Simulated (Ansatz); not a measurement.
Results of r²SCAN0 (Ansatz, a first-principles code, plane waves, PAW) for L1₂ (Cu3Au-type) Ni3Fe.

Input file:

Ansatz 0.2 input:
```yaml
crystal:
  lattice:
    - [3.545294353, 0.0, 0.0]
    - [0.0, 3.545294353, 0.0]
    - [0.0, 0.0, 3.545294353]
  atoms:
    - { symbol: Fe, position: [0.0, 0.0, 0.0], spin: 3.0 }
    - { symbol: Ni, position: [0.0, 0.5, 0.5], spin: 0.7 }
    - { symbol: Ni, position: [0.5, 0.0, 0.5], spin: 0.7 }
    - { symbol: Ni, position: [0.5, 0.5, 0.0], spin: 0.7 }
basis:
  ecutwfc: 520
  ecutrho_ratio: 4
  xc_grid: 3
kpoints:
  mp_grid: { grid: [8, 8, 8] }
hamiltonian:
  xc: r2scan0
  dispersion: none
  pseudopotentials: { kind: paw }
scf:
  occupations: { method: fermi_dirac, width: 0.05 }
  convergence: { dr2_threshold: 0.0000000004 }
output:
  forces: true
  stress: true
  eigenvalues: true
magnetization:
  spin_polarized: true
```

Output (set-up and result lines):

```
WARN output.stress: scf.exx.energy_threshold = 1e-6 eV is looser than the 4e-8 eV advised for a stress under a hybrid functional (1e-8 eV for each atom of the …
Crystal: 4 atoms, lattice volume = 44.561 Å³
Basis set: ecut = 520 eV, 1213 PW (Γ), exchange–correlation on 81×81×81 points (27 copies of the dense FFT grid, shifted against one another)
Bands: 46, of which v1, the nominal top of the filled ones, is band 35 counted from 1 (34 counted from 0)
Symmetry: 48 space group operations
Space group: Pm-3m (ITA 221), of the structure as read, at distance tolerance 3.5e-5 Å
k-points: 35 of 512
Initial density: superposition of atomic densities (chi_scale 0.1, normalization cell)
Functional: x = r2scan, c = r2scan; τ floored in thin density (d = 2e-4 eV/Å³), warm-up for x = 0.75 r2scan + 0.25 exact, c = r2scan; τ floored in thin density (d = 2e-4 eV/Å³)
spin=Collinear: Kerker preconditioning applied to the charge; magnetization (m = ρ↑ − ρ↓) channel mixes plain (no charge-response kernel on spin).
SCF 1 converged in 24 iterations: F = -22022.282745 eV  dr2 = 1.12e-10
Crystal: 4 atoms, lattice volume = 44.561 Å³
Initial density: handed on by an earlier stage of this run
Functional: x = 0.75 r2scan + 0.25 exact, c = r2scan; τ floored in thin density (d = 2e-4 eV/Å³)
spin=Collinear: Kerker preconditioning applied to the charge; magnetization (m = ρ↑ − ρ↓) channel mixes plain (no charge-response kernel on spin).
  ...
spin=Collinear: Kerker preconditioning applied to the charge; magnetization (m = ρ↑ − ρ↓) channel mixes plain (no charge-response kernel on spin).
SCF 4 converged in 12 iterations: F = -22011.449624 eV  dr2 = 4.60e-11
Crystal: 4 atoms, lattice volume = 44.561 Å³
SCF 5 converged in 10 iterations: F = -22011.557079 eV  dr2 = 4.75e-11
Crystal: 4 atoms, lattice volume = 44.561 Å³
SCF 6 converged in 7 iterations: F = -22011.590117 eV  dr2 = 7.09e-11
Crystal: 4 atoms, lattice volume = 44.561 Å³
SCF 7 converged in 8 iterations: F = -22011.599404 eV  dr2 = 6.05e-11
Crystal: 4 atoms, lattice volume = 44.561 Å³
SCF 8 converged in 8 iterations: F = -22011.602658 eV  dr2 = 8.53e-11
Crystal: 4 atoms, lattice volume = 44.561 Å³
Crystal: 4 atoms, lattice volume = 44.561 Å³
SCF 10 converged in 16 iterations: F = -22011.604391 eV  dr2 = 7.14e-11
Crystal: 4 atoms, lattice volume = 44.561 Å³
SCF 11 converged in 2 iterations: F = -22011.604391 eV  dr2 = 3.30e-11
Magnetization: 6.0854 μB (38.0427 up, 31.9573 down)
Free energy (F): -22011.604391 eV
Internal energy: -22011.602891 eV  (E = F + TS)
E sigma→0 (E₀):  -22011.603641 eV
Fermi energy:    18.149844 eV
--- Forces (eV/Å), atoms counted from 1 ---
  atom   1  Fe     0.00000000    -0.00000000    -0.00000000
  atom   2  Ni    -0.00000000    -0.00000000     0.00000000
  atom   3  Ni     0.00000000     0.00000000     0.00000000
  atom   4  Ni     0.00000000    -0.00000000     0.00000000
--- Stress (GPa, compression-positive) ---
       -0.003835       0.000000       0.000000
        0.000000      -0.003835       0.000000
        0.000000       0.000000      -0.003835
  P = ⅓ Tr σ = -0.0038 GPa (-0.038 kbar)
```

The PAW data were made under PBE.

Note: the run warned that the count of filled bands differs between k points.

Computing time: roughly 25 core-minutes.
